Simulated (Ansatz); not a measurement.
# How far to go with zone-centre phonons against the mesh: P (P2/m, 2 atoms in the cell)

```
P
1.0
    2.43681     0.00000     0.00000
    0.00000     2.45073     0.00000
   -0.02042     0.00000     4.87670
P
2
Cartesian
 -0.00512   0.00000   1.22195
 -0.01530   0.00000   3.65474
```

Computed with LDA (PW92), default PAW files made with PBE (plane waves; Ansatz, a program for electronic structure).

Base settings: basis.ecutwfc = 420 eV; kpoints.mp_grid.grid = 13 13 7; hamiltonian.xc = lda; hamiltonian.pseudopotentials = {kind: paw} (the program's default PAW files); scf.occupations.method = gaussian; scf.occupations.width = 0.1 eV.

In this ladder: phonons.method = dfpt.

Frequencies are those of the unrelaxed cell, without the LO-TO term of polar crystals.

Only quantities that move along the ladder and can be compared are tabulated.

The starting cell comes from a database of computed structures (which also holds hypothetical and non-ambient phases and stackings), without a prior relaxation at this level. Its lattice was rescaled by up to half a per cent. In the base run, with a pressure of about -4 GPa the cell is away from its equilibrium volume at this level.

```csv
kpoints.mp_grid.grid,highest zone-centre frequency (cm⁻¹)
4 4 2,134.6
5 5 3,123.7
6 6 3,241.6
7 7 4,354.2
8 8 4,179.9
10 10 5,171.2
16 16 8,220.1
20 20 10,172.2
25 24 12,173.3
31 30 15,176.6
```

Coarsest kpoints.mp_grid.grid that holds the highest zone-centre frequency within 10 cm⁻¹ of the last step, with all finer ones: 20 20 10; the step before is off by 44 cm⁻¹.

Keys are those of Ansatz 0.2.
